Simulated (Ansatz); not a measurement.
The reference is MoS₂ in the 3R-MoS2 type structure (space group R3m, No. 160; a = 3.1532 Å, c = 17.9937 Å (hexagonal axes); layered, stacked along the Cartesian z axis).

(Cell as relaxed with PBE-D3(BJ).)

Levels (all Ansatz, a quantum-chemistry and plane-wave program, PAW, earlier PAW set): PBE-D3(BJ) (420 eV, scalar-relativistic without spin-orbit coupling); r2SCAN+rVV10 (500 eV, no SOC).

Each level relaxes its own structure.

| base | PBE-D3(BJ) | r2SCAN+rVV10 |
|---|---|---|
| volume per atom | 17.22 Å³ | 18.03 Å³ |
| lattice parameter a | 3.153 Å | 3.175 Å |
| band gap | 0.77 eV | 1.02 eV |

The change: a hydrostatic pressure of 3 GPa.

```tsv
quantity	PBE-D3(BJ)	r2SCAN+rVV10
band gap	0.55 eV	0.80 eV
volume per atom	16.38 Å³	17.05 Å³
gap character	indirect, T → Γ–S₀ (56 % along)	indirect, T → Γ–S₀ (56 % along)
smallest direct gap	1.83 eV	1.86 eV
```

PBE-D3(BJ)'s band gap lies 0.25 eV below r2SCAN+rVV10's; PBE-D3(BJ)'s volume per atom lies 0.676 Å³ below r2SCAN+rVV10's (4.0 %); PBE-D3(BJ)'s smallest direct gap lies 0.03 eV below r2SCAN+rVV10's; the two agree on the gap character. Neither level is exact; r2SCAN+rVV10 is the comparison here, not a measurement.

Load acts through the strain it causes; cell and atoms are relaxed under it. Whether these cells are dynamically stable was not tested.
